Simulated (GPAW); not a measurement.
Input and output of a self-consistent single point for Al2Pd (Fm-3m, 3 atoms in the cell) (GPAW).

Method: PBEsol, GPAW PAW datasets PBEsol (made by gpaw-setup) (plane waves; GPAW).

The change in words: lattice scaled by 0.98. Reference geometry:
```yaml
crystal:
  lattice:
    - [0.00000, 2.94954, 2.94954]
    - [2.94954, 0.00000, 2.94954]
    - [2.94954, 2.94954, 0.00000]
  atoms:
    - { symbol: Al, position: [0.25000, 0.25000, 0.25000] }
    - { symbol: Al, position: [0.75000, 0.75000, 0.75000] }
    - { symbol: Pd, position: [0.00000, 0.00000, 0.00000] }
```

Reference input (self-consistent single point, DFT PBEsol, plane waves, GPAW PAW datasets PBEsol (made by gpaw-setup)): mode = pw; ecut = 600 eV; xc = PBEsol; kpts = 7 7 7; mesh shift (steps) = 0 0 0; occupations.name = methfessel-paxton; occupations.width = 0.136 eV; occupations.order = 0; nbands = -9; convergence.density = 1e-05 e/electron; convergence.energy = 1e-05 eV/electron; symmetry.symmorphic = false. This run's input differs from it in these lines:

```diff
@@ -5,7 +5,7 @@
 atoms = Atoms(['Al', 'Al', 'Pd'],
-              cell=[[0.000000, 2.949535, 2.949535],
-                    [2.949535, 0.000000, 2.949535],
-                    [2.949535, 2.949535, 0.000000]],
-              positions=[[1.474768, 1.474768, 1.474768],
-                         [4.424302, 4.424302, 4.424302],
+              cell=[[0.000000, 2.890544, 2.890544],
+                    [2.890544, 0.000000, 2.890544],
+                    [2.890544, 2.890544, 0.000000]],
+              positions=[[1.445272, 1.445272, 1.445272],
+                         [4.335816, 4.335816, 4.335816],
                          [0.000000, 0.000000, 0.000000]],
```

Output (repeated stretches shortened):

```
     iter     time        total  log10-change:
                         energy   eigst   dens
iter:   1 --:--:--   -18.108754
iter:   2 --:--:--   -16.754071   -1.27  -0.98
iter:   3 --:--:--   -14.579548   -0.40  -1.04
iter:   4 --:--:--   -14.558995   -2.32  -1.37
iter:   5 --:--:--   -14.511603   -2.19  -1.41
   [... 4 lines left out ...]
iter:  10 --:--:--   -14.489732   -4.44  -3.04
iter:  11 --:--:--   -14.490379   -4.26  -3.19
iter:  12 --:--:--   -14.489864   -4.23  -2.98
iter:  13 --:--:--   -14.489869   -5.49  -3.80
iter:  14 --:--:--   -14.489872c  -6.16  -4.03
iter:  15 --:--:--   -14.489867c  -5.90  -4.13
iter:  16 --:--:--   -14.489869c  -6.90  -4.05
iter:  17 --:--:--   -14.489870c  -7.55c -4.33
iter:  18 --:--:--   -14.489870c  -8.03c -4.61
iter:  19 --:--:--   -14.489870c  -8.07c -4.78
iter:  20 --:--:--   -14.489870c  -8.63c -5.21c
Converged after 20 iterations.

Dipole moment: (-0.000000, -0.000000, 0.000000) |e|*Ang

Energy contributions relative to reference atoms: (reference = -150340.855639)

Kinetic:        +12.045459
Potential:      -12.653939
External:        +0.000000
XC:             -13.822006
Entropy (-ST):   -0.024687
Local:           -0.047041
SIC:             +0.000000
--------------------------
Free energy:    -14.502213
Extrapolated:   -14.489870

Showing only first 2 kpts
 Kpt  Band  Eigenvalues  Occupancy
  0     9     11.32371    0.00000
  0    10     11.68041    0.00000
  0    11     11.68041    0.00000
  0    12     11.68041    0.00000

  1     9      9.59509    0.00000
  1    10      9.59509    0.00000
  1    11     10.48857    0.00000
  1    12     10.75180    0.00000

Fermi level: 7.55422

No gap
No difference between direct/indirect transitions
Energy (eV): -14.48987

Forces in eV/Ang:
  0 Al    0.00000   -0.00000   -0.00000
  1 Al    0.00000   -0.00000   -0.00000
  2 Pd    0.00000    0.00000    0.00000

Stress tensor:
    -0.048950    -0.000000     0.000000
    -0.000000    -0.048950     0.000000
     0.000000     0.000000    -0.048950
Stress (GPa, Voigt): [-7.8427 -7.8427 -7.8427  0.      0.     -0.    ]
```

The run converged in 20 iterations. GPAW prints stress with tension positive. Against the reference run the free energy goes up by 22.3 meV/atom and the pressure goes from -0.31 to 7.84 GPa.

The starting cell comes from a database of computed structures (which also holds hypothetical and non-ambient phases and stackings), without a prior relaxation at this level. For this run, on top of that: lattice scaled by 0.98. Spin polarisation is off. With a pressure of about 8 GPa the cell is away from its equilibrium volume at this level.
